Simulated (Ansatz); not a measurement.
Results of r²SCAN in Ansatz (PAW) for Hf₂N₂O (C2/m, No. 12, 15 atoms in the cell; start mp-755314).

Settings: plane-wave cutoff 560 eV, 10×10×4 k mesh (along the axes of the cell as run), Fermi–Dirac smearing 0.01 eV, scalar-relativistic PAW data made under PBE.

Cell (relaxed at this level):

```
Hf2N2O
1.0
    6.82043    -1.62510     0.00556
    6.82043     1.62510     0.00556
   -1.47073     0.00000     8.01744
Hf N O
6 6 3
Direct
  0.03110   0.03110   0.80821
  0.96890   0.96890   0.19179
  0.62997   0.62997   0.47464
  0.37003   0.37003   0.52536
  0.69506   0.69506   0.13134
  0.30494   0.30494   0.86866
  0.53659   0.53659   0.65681
  0.46341   0.46341   0.34319
  0.17198   0.17198   0.96380
  0.82802   0.82802   0.03620
  0.12587   0.12587   0.28526
  0.87413   0.87413   0.71474
  0.21107   0.21107   0.61715
  0.78893   0.78893   0.38285
  0.50000   0.50000   0.00000
```

Predict the band gap and Γ–Γ gap.


band gap: 2.40 eV (on the SCF k mesh)
Γ–Γ gap: 2.76 eV

Note: the relaxation could not lower the start's symmetry, so the cell can be a saddle point above a distorted one.

Spin–orbit coupling is not included.

A start named mp-… is a Materials Project structure, which need not be a measured phase.

Ansatz is a program for electronic structure.
